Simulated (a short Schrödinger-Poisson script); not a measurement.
Stack: gated In0.52Al0.48As/In0.53Ga0.47As modulation-doped gas in a quantum well, at 300 K.

```
layer        material  thickness (nm)  Nd (cm⁻³)  Na (cm⁻³)
-----  --------------  --------------  ---------  ---------
1      In0.52Al0.48As               8          -          -
2      In0.52Al0.48As              20       1e18          -
3      In0.52Al0.48As              10          -          -
4      In0.53Ga0.47As              15          -          -
5      In0.52Al0.48As            4000          -       2e14
```

The device is made up for the run: typed textbook-type constants, with dimensions and the other settings drawn at random. In0.52Al0.48As: permittivity 12.5, conduction-band edge (eV) 0.52, gap (eV) 1.45, electron mass (mₑ) 0.075, Nv at 300 K (cm⁻³) 1.1e19. In0.53Ga0.47As: permittivity 13.9, conduction-band edge (eV) 0, gap (eV) 0.74, Nv at 300 K (cm⁻³) 7.7e18.

Channel valleys (confinement mass, in-plane density-of-states mass, number): Γ 0.041, 0.041, 1. At the gate the conduction-band edge of layer 1 lies 0.65 eV − eVg above the Fermi level of the channel; the field vanishes at the back. The barrier under the gate holds no holes. Gaps are held at their typed values at every temperature. Mesh 0.08 nm at interfaces.

Solved with a short Schrödinger-Poisson script written for these runs: 1D Poisson equation in equilibrium, electrons quantum, Hartree (BenDaniel-Duke, 40 states a valley, the channel's in-plane mass for all, wave functions free to enter the barrier), parabolic valleys, classical holes, full ionisation, no traps, pinning or gate leakage.

The same stack at other levels of the model or other numerical settings:

```tsv
run	sheet density of all electrons at Vg = 0.4 V (cm⁻²)	sheet density of all electrons at Vg = -0.1 V (cm⁻²)	capacitance at Vg = 0.4 V (μF/cm²)	centroid of the channel electrons at Vg = 0.4 V (nm)	rough cost against the base
base	1.13e12	3.78e11	0.260	6.06	about 1
electrons treated as classical, Boltzmann	1.25e12	4.30e11	0.281	4.05	0.01
electrons treated as classical, Fermi-Dirac	1.17e12	4.07e11	0.266	5.57	0.09
electrons treated as quantum, Hartree plus LDA exchange-correlation	1.15e12	3.90e11	0.261	6.00	2
mesh six times as coarse	1.13e12	3.78e11	0.260	6.05	0.2
one subband a valley	1.11e12	3.74e11	0.244	5.84	0.2
```

The classical rows ignore confinement, and Boltzmann statistics overrate the density once the band edge passes the Fermi level.
